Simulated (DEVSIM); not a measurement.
Structure: p-channel Ge planar bulk MOSFET with SiO2, at 350 K.

```
Item                                                         Result
-----------------------  ------------------------------------------
Gate length                                                  250 nm
Source drain length                                          200 nm
Dielectric thickness                                         6.5 nm
Lateral straggle                                            18.4 nm
Underlap                                                       0 nm
Junction depth                                              71.4 nm
Substrate depth                                              753 nm
Gate work function                                          4.63 eV
Source and drain doping  4.8e19 cm⁻³, Gaussian tails under the gate
Body doping                                             1.4e17 cm⁻³
Lifetime                                                     3e-8 s
Supply                                                        1.8 V
```

All mobilities are scaled by 0.4; velocity saturation, μ/(1 + (μE/vsat)^b)^(1/b) with b = 2 for electrons and 1 for holes and E the electric field along each mesh edge, is on. Mobility is constant in doping.

The device is made up for the run: typed textbook-type constants, with dimensions and the other settings drawn at random. Values at 300 K; Nc and Nv go as T^1.5, mobilities as T to minus their exponent, the gap by Varshni's rule with the affinity fixed.

Ge: gap (eV) 0.664, affinity (eV) 4, permittivity 16, Nc (cm⁻³) 1.04e19, Nv (cm⁻³) 6e18, μn (cm²/Vs) 3900, μp (cm²/Vs) 1900, T exponent of μn 1.66, T exponent of μp 2.33, vsat,n (cm/s) 6.5e6, vsat,p (cm/s) 6e6, Varshni α (eV/K) 0.000477, Varshni β (K) 235. SiO2: gap (eV) 9, affinity (eV) 0.9, permittivity 3.9.

DEVSIM, 2D drift-diffusion, Boltzmann statistics, complete ionisation; no quantum confinement, tunnelling, impact ionisation, self-heating, contact resistance or fringe fields beside the gate. Metal contacts follow the ideal Schottky-Mott rule: no Fermi-level pinning, no interface dipoles.

Transfer curves, |Id| in μA/μm:

```tsv
Vg (V)	Vd = -0.05 V	Vd = -1.8 V
0.54	0.0001614	0.0005354
0.45	0.0001855	0.0009096
0.36	0.0002621	0.002414
0.27	0.0005807	0.009451
0.18	0.002192	0.04597
0.09	0.01132	0.2430
0	0.06503	1.228
-0.09	0.3592	4.500
-0.18	1.544	11.63
-0.27	4.322	22.60
-0.36	8.279	35.82
-0.45	12.81	50.67
-0.54	17.54	66.83
-0.63	22.38	84.03
-0.72	27.25	102.0
-0.81	32.10	120.4
-0.9	36.95	139.4
-0.99	41.79	158.8
-1.08	46.61	178.7
-1.17	51.41	198.8
-1.26	56.20	219.3
-1.35	60.97	240.1
-1.44	65.72	261.1
-1.53	70.41	282.3
-1.62	75.08	303.6
-1.71	79.71	325.2
-1.8	84.31	346.9
```

**Question.** Work out the subthreshold swing at low drain bias from the rows at 0.09 and 0 V, and compare it with the thermal limit.

**Answer.** log10(0.06503/0.01132) = 0.759 over 90.0 mV, so S = 119 mV/decade. The limit kT/q ln 10 is 69.4 mV/decade; the ratio is 1.71. This is the steepest step of the table.

**Question.** Find both thresholds at the constant current 0.1 μA × (1 μm/L) a micrometre, and the DIBL.

**Answer.** The current is 0.400 μA/μm. Interpolating ln Id gives -0.097 V and 0.062 V; their difference over the 1.75 V of drain bias is 91 mV/V.

Source and drain are degenerate, where Boltzmann statistics are only rough. The electric field that drives the saturation includes the junctions' built-in field, which lowers the mobility there even at small currents: subthreshold currents come out too low, a known weakness of this choice.
